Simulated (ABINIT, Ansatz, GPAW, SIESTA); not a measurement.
**One structure in several programs: LiH (Fm-3m, 2 atoms in the cell)**

Band-structure calculation.

```yaml
crystal:
  lattice:
    - [0.00000, 2.04277, 2.04277]
    - [2.04277, 0.00000, 2.04277]
    - [2.04277, 2.04277, 0.00000]
  atoms:
    - { symbol: Li, position: [0.00000, 0.00000, 0.00000] }
    - { symbol: H, position: [0.50000, 0.50000, 0.50000] }
```

Shared settings, as Ansatz (an electronic-structure program) writes them: kpoints.mp_grid.grid = 14 14 14; scf.occupations.method = fixed. Potentials and cutoffs stand in the table.

| code | model | gap along the path (eV) | smallest direct gap (eV) | cutoff |
|---|---|---|---|---|
| GPAW | PBE, GPAW PAW datasets PBE (gpaw-data 1.0.1) | 3.01 | 3.01 | 850 eV |
| ABINIT | PBE, norm-conserving pseudopotentials (PseudoDojo nc-sr-05 PBE standard) | 3.03 | 3.03 | 1007 eV |
| SIESTA | GGA PBE, numerical atomic orbitals TZP, PseudoDojo PBE standard norm-conserving potentials (rewritten from UPF to PSML) | 3.14 | 3.14 | grid 350 Ry |
| Ansatz | PBE, default PAW files | 3.03 | 3.03 | default |

The spread over the programs that give each value: gap along the path within 0.13 eV; smallest direct gap within 0.13 eV.

SIESTA uses small atom-centred bases, whose incompleteness enters pressures, forces and empty levels differently from a plane-wave cutoff.

The starting cell comes from a database of computed structures (which also holds hypothetical and non-ambient phases and stackings), without a prior relaxation at this level. Its lattice was rescaled by a random factor within 2.5 % of one.

Left out of this page: Quantum ESPRESSO and FLEUR (not drawn, or without a comparable value).

Keys are those of Ansatz 0.2.
